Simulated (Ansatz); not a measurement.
## K2CO3 (P6₃/mmc, No. 194, 12 atoms in the cell; start mp-10662; a measured phase of this formula has another space group)

Computed with HSE06 (PAW; Ansatz, a quantum-chemistry and plane-wave program).

Run with plane-wave cutoff 500 eV, 4×4×4 k mesh, gaussian smearing 0.02 eV, scalar-relativistic PAW data made under PBE.

Cell (relaxed with r²SCAN):

Space group P6₃/mmc (No. 194); a = b = 5.741 Å, c = 6.829 Å, α = β = 90.00°, γ = 120.00°

| atom | site | symmetry | x | y | z |
|---|---|---|---|---|---|
| K | 2c | -6m2 | 0.3333 | 0.6667 | 0.2500 |
| K | 2a | -3m. | 0.0000 | 0.0000 | 0.0000 |
| C | 2d | -6m2 | 0.6667 | 0.3333 | 0.2500 |
| O | 6h | mm2 | 0.4071 | 0.2035 | 0.2500 |

```
Quantity                        Value
--------  ---------------------------
band gap  5.23 eV (on the SCF k mesh)
```

Note: cell and atoms aren't relaxed at this level (largest force component 0.49 eV/Å).

Static lattice: no zero-point or thermal effects.

A start named mp-… is a Materials Project structure, which need not be a measured phase.
